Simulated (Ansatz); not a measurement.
How the bulk modulus B0 of BP (model structure, started from the NiAs type, P6₃/mmc, No. 194, 4 atoms in the cell) moves with the method

No measured value is used here.

| level (code) | value (GPa) | cell (Å³/atom) |
|---|---|---|
| LDA (Ansatz) | 171 | 9.95 |
| PBEsol (Ansatz) | 166 | 10.11 |
| r²SCAN (Ansatz) | (withheld) | 10.33 |

Complete the blanks.


- r²SCAN (Ansatz, a program for electronic structure), value (GPa): 156

LDA, PBEsol, r²SCAN: the bulk modulus is −V dP/dV from two relaxed cells at ±2 % in volume. Each level is taken at its own relaxed cell. Cutoffs differ between the levels. Ansatz's density-functional and Hartree–Fock values are scalar-relativistic unless marked +SOC, with PAW data made under PBE.

A model structure was made by putting elements into a prototype or built by hand; it is no filed structure, need not be a known phase, and can be a saddle point held by its symmetry.
